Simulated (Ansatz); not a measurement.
C under load (space group Fd-3m), PBE, rigid bands (Ansatz, a quantum-chemistry and plane-wave program). Condition of this run: hydrostatic pressure of -33 GPa (compression positive) (the target of the relaxation). Band gap 3.98 eV, N_c = 5.68e19 cm⁻³ and N_v = 4.11e19 cm⁻³ at 300 K, conductivity masses of 0.409 mₑ (electrons) and 0.491 mₑ (holes). Take k_BT = 0.02585 eV.

What built-in voltage has an abrupt junction with N_A = 1e16 and N_D = 1e18 cm⁻³, all dopants ionised?

V_bi = E_g/e − (k_BT/e) ln(N_c N_v/(N_A N_D)) = 3.98 − 0.02585 × 12.36 = 3.66 V, for the computed gap.

Find the intrinsic carrier density and the intrinsic Fermi level.

n_i = √(N_c N_v) exp(−E_g/2k_BT) = 4.83e19 × exp(−76.98) = 1.8e-14 cm⁻³. The level lies (k_BT/2) ln(N_v/N_c) = -4 meV from mid-gap (positive towards the conduction band). Each 0.1 eV added to the gap lowers n_i by a factor of 6.9.

A film of it is 2 nm thick. Estimate the confinement energies in an infinite well.

ħ²π²/(2m t²) = 0.376 eV·nm²/(m/mₑ × t²) gives 230 meV for electrons and 191 meV for holes, so the gap would widen to about 4.40 eV. Finite barriers and nonparabolic bands lower this, and with several valleys or bands the heaviest mass along the normal sets the lowest level, not this average.

Rigid bands with the computed gap; masses take one relaxation time for all states. Spin-orbit coupling is left out. Geometry: cell and atoms relaxed with PBEsol.
